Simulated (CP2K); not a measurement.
Band structure of ZnO (P6_3mc, 4 atoms in the cell).

```
ZnO
1.0
    3.23735     0.00000     0.00000
   -1.61868     2.80363     0.00000
    0.00000     0.00000     5.22206
Zn O
2 2
Cartesian
  1.61868   0.93454   2.61411
  0.00000   1.86909   0.00308
  1.61868   0.93454   4.59395
  0.00000   1.86909   1.98292
```

Method: CP2K with PBE, GPW, DZVP-MOLOPT-PBE-GTH basis, GTH-PBE potentials (POTENTIAL_UZH).

Settings: CUTOFF = 600 Ry; REL_CUTOFF = 40 Ry; SMEAR/METHOD = FERMI_DIRAC; ELECTRONIC_TEMPERATURE = 116.05 K; KPOINTS/SCHEME = MONKHORST-PACK 6 6 4; GAMMA_CENTERED = T; XC_FUNCTIONAL = PBE; Zn/BASIS_SET = DZVP-MOLOPT-PBE-GTH-q12; Zn/POTENTIAL = GTH-PBE-q12; O/BASIS_SET = DZVP-MOLOPT-PBE-GTH-q6; O/POTENTIAL = GTH-PBE-q6; METHOD = GPW; EPS_DEFAULT = 1e-11; EXTRAPOLATION = USE_GUESS.

The starting cell comes from a database of computed structures (which also holds hypothetical and non-ambient phases and stackings), without a prior relaxation at this level. Values carry the incompleteness of an atom-centred basis.

Predict the gap along the standard path and the places of the band edges.

The gap along the path is 0.77 eV, direct at Γ to within 0.01 eV.

Levels in eV from the top of the valence band on the SCF mesh, bands 15 to 19:
```json
[
 {"point": "Γ", "15": "-0.81", "16": "-0.09", "17": "0.00", "18": "0.00", "19": "0.77"},
 {"point": "M", "15": "-2.86", "16": "-2.30", "17": "-1.31", "18": "-0.86", "19": "5.80"},
 {"point": "K", "15": "-3.55", "16": "-1.95", "17": "-1.95", "18": "-1.76", "19": "7.83"},
 {"point": "A", "15": "-0.40", "16": "-0.40", "17": "-0.40", "18": "-0.40", "19": "3.44"},
 {"point": "L", "15": "-1.53", "16": "-1.53", "17": "-1.40", "18": "-1.40", "19": "5.73"},
 {"point": "H", "15": "-2.72", "16": "-2.72", "17": "-1.28", "18": "-1.28", "19": "8.07"}
]
```

Higher empty bands are left out: an atom-centred basis made for the valence describes them poorly.
